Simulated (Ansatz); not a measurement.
The reference is InSb in the wurtzite structure (space group P6_3mc, No. 186; a = 4.597 Å, c = 7.565 Å; a hypothetical phase, not in the database extracts checked). Axes: x lies along a and z along c of the hexagonal cell.

It is then changed as follows: a pure shear with ε_xy = ε_yx = 0.0071, atoms relaxed at fixed cell.

Levels (all Ansatz, a quantum-chemistry and plane-wave program, PAW): PBEsol (420 eV, spin-orbit coupling left out); HSE06 (420 eV, no spin-orbit coupling).

The geometry is relaxed with PBEsol.

| Quantity | Result |
|---|---|
| PBEsol band gap | zero |

Q: What does HSE06 give at this geometry for the band gap?

A: The band gap changes from zero to 0.34 eV.

Single points use the geometry relaxed with PBEsol. HSE06 was sampled on its mesh, a few special points and the semilocal edge points, so its gap is an upper bound. With Sb present, leaving out spin-orbit coupling can change the band edges. The cells carry an imposed strain or load. Stability against distortions was not tested. The final runs are not spin-polarised. Gaps under 0.05 eV, about the width of the smearing, are given as zero. A zero or small gap of InSb can be the functional's error rather than a property of the material.
